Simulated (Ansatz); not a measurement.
We consider ScOF (P4/nmm, No. 129, 6 atoms in the cell; start mp-989178), described by r²SCAN (plane waves, PAW; Ansatz, a quantum-chemistry and plane-wave program).

Run with plane-wave cutoff 560 eV, 10×10×8 k mesh (along the axes of the cell as run), Fermi–Dirac smearing 0.01 eV, scalar-relativistic PAW data made under PBE.

Cell (relaxed at this level):

```
ScFO
1.0
    3.59205     0.00000     0.00000
    0.00000     3.59205     0.00000
    0.00000     0.00000     5.11354
Sc O F
2 2 2
Cartesian
  1.79602   0.00000   3.61694
  0.00000   1.79602   1.49660
  0.00000   0.00000   2.55677
  1.79602   1.79602   2.55677
  1.79602   1.79602   0.00000
  0.00000   0.00000   0.00000
```

Q: What does this level give for the band gap, smallest direct gap on the k points sampled and Γ–Γ gap?

A: 
- band gap: 4.92 eV (indirect)
- smallest direct gap on the k points sampled: 5.01 eV
- Γ–Γ gap: 5.15 eV

It cost around 27 core-seconds (rough) of CPU time.

A start named mp-… is a Materials Project structure, which need not be a measured phase.
